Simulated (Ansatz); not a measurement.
The reference is MgO (space group P6_3/mmc, No. 194; a = 3.4939 Å, c = 4.1941 Å; a cell from a computed database, its experimental status unchecked).

Modification: Ba takes the place of Mg on all its sites; the structure is relaxed again.

Levels (all Ansatz, a quantum-chemistry and plane-wave program, PAW): PBEsol (420 eV, no spin-orbit coupling); HSE06 (420 eV, without spin-orbit coupling).

The geometry is relaxed with PBEsol.

- PBEsol lowest conduction level above the VBM at special points = Γ 2.16 eV; K 2.29 eV; H 3.26 eV

### Question
What does HSE06 give at this geometry for the lowest conduction level above the VBM at special points?

### Answer
The lowest conduction level above the VBM at special points goes from Γ 2.16 eV; K 2.29 eV; H 3.26 eV to Γ 3.50 eV; K 3.64 eV; H 4.61 eV.

Single points use the geometry relaxed with PBEsol. The hybrid gap comes from the SCF mesh plus the semilocal run's edge points and a few special points and is an upper bound. The levels and masses belong to the bands next to the band gap. Stability against distortions was not tested. For BaO in this form, whether it has been made was not checked. This is not the structure that BaO has at room temperature and ambient pressure. This is not the structure that MgO has at room temperature and ambient pressure.
